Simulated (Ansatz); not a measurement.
System: NiI2 (R-3m, No. 166). Method: PBE0 (PAW; Ansatz, a program for electronic structure).

Numerical settings: plane-wave cutoff 500 eV, 6×6×6 k mesh, gaussian smearing 0.02 eV, spin-polarised start, scalar-relativistic PAW data made under PBE.

Cell (relaxed with r²SCAN):

```cif
data_I6Ni3
_chemical_formula_sum 'Ni3 I6'
_space_group_name_H-M_alt 'R-3m :H'
_space_group_IT_number 166
_space_group_name_Hall '-R 3 2"'
_cell_length_a 3.95867
_cell_length_b 3.95867
_cell_length_c 20.86098
_cell_angle_alpha 90.000
_cell_angle_beta 90.000
_cell_angle_gamma 120.000
loop_
_atom_site_label
_atom_site_type_symbol
_atom_site_symmetry_multiplicity
_atom_site_Wyckoff_symbol
_atom_site_fract_x
_atom_site_fract_y
_atom_site_fract_z
_atom_site_occupancy
Ni1 Ni 3 a 0.00000 0.00000 0.00000 1
I1 I 6 c 0.00000 0.00000 0.25988 1
```
(The calculation used a cell of 3 atoms; values per cell refer to that cell.)

Give the computed band gap.


- band gap: 3.12 eV (on the SCF k mesh)

Measured, for comparison: band gap 1.8 eV (100 K, zero-point motion not removed, photoconductivity gap, single crystal; the page drops the formulas, order Cl, Br, I taken from the sentence be; as tabulated in Ronda et al. (1987), doi:10.1103/physrevb.35.4038).

Note: the magnetic order was assumed, not searched for or taken from measurement; a magnet's gap depends somewhat on the PAW data; the cell comes from a level without a dispersion term, which matters for the spacing of layers, chains or molecules; cell and atoms aren't relaxed at this level (largest force component 0.04 eV/Å, pressure 0.5 GPa); the cell has widely spaced layers and the level no dispersion term, so their spacing and the moduli can rest on weak binding.

Spin–orbit coupling is not included; with these elements it can move the gap by several tenths of an eV or more.
